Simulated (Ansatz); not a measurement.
The parent structure is SiC (space group P6_3mc, No. 186; a = 3.078 Å, c = 10.076 Å).

The values are results of Ansatz (a program for electronic structure), PBEsol, PAW, cutoff 420 eV, no spin-orbit coupling, not measurements.

Before the change:

Gap between the host's bands: 2.12 eV

The change: 0.579 electrons added to each cell, a density of 7.0×10^21 cm⁻³, with a uniform compensating background at fixed cell and a 300 K Fermi–Dirac width.

Problem. What does the calculation give for the Fermi level from band edge after the change?

Solution. The Fermi level relative to the doped band's edge (positive inside the band; to 0.05 eV) amounts to +0.80 eV.

Problem. What does the calculation give for the gap between the host's bands after the change?

Solution. The gap between the host's bands falls by 0.05 eV (2.12 eV → 2.07 eV).

Carriers are added with a uniform compensating background; total energy and stress of such cells depend on the potential's zero and are not compared; many-body gap narrowing is missing at this level. Semilocal Kohn–Sham gaps tend to fall short of experiment. Stability against distortions was not tested.
